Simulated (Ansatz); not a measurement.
Structures of equal composition on the (111) surface of fcc Pd: a layer of Os in place of the second plane; a layer of Os in place of the third plane. The slabs share one bottom face, and each structure is named by its start. These are constructed structures in small cells; real faces may alloy, dewet or reconstruct in larger ones, and not all known structures of the face are among them. Slabs of about 11 Å with all that they carry, Fermi-Dirac smearing of 0.1 eV. Bottom of the slabs: a bare face, its two planes held. Relaxed from the named starts with such symmetry as they have, on meshes of like density; energies extrapolated to zero smearing; no spin-orbit coupling, no U. Spin-polarised runs, if any, are marked in brackets, and their order is one that fits the cell; the others ran without spin.

The numbers are results of PBE (plane waves to 420 eV, PAW; Ansatz, a program for electronic structure), not measurements.

Task: Rank these by energy per 1x1 cell (lowest first), as PBE gives it.

Result: a layer of Os in place of the third plane (0.000 eV), a layer of Os in place of the second plane (0.125 eV)
